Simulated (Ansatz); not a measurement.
Formation energies of neutral defects against the elements (graphite for carbon, diatomic gases, S8), in wurtzite GaN (eV), each at one geometry relaxed with PBE and evaluated in Ansatz (an electronic-structure program) with PBE, r2SCAN. Cell and caveats: 96-site cell; 2×2×2 shifted k-points; charged states image-corrected; no spin–orbit coupling; no Hubbard U; finite-size errors of tenths of an eV; flagged in the runs: for some of the defects a host whose relaxation on this sampling wasn't shown to rest, a strain field that reaches the edge of the cell.

| defect | PBE | r2SCAN |
|---|---|---|
| Cu on the Ga site | 4.12 | 4.32 |
| Sc on the Ga site | -1.95 | -2.21 |
| Si on the N site | 5.36 | 5.48 |
| Al on the Ga site | -1.81 | -1.84 |
| In on the Ga site | 1.53 | 1.25 |
| As on the N site | 3.00 | 2.76 |
| Gd on the Ga site | -0.61 | -0.89 |
| N vacancy | 3.72 | 4.50 |
| Bi on the N site | 7.23 | 7.06 |

PBE less r2SCAN: over the 9 rows with both numbers (drawn at random from the settled rows of this host; unsettled states are left out), mean 0.02 eV, median 0.17 eV, mean size 0.26 eV, from -0.78 to 0.28 eV.
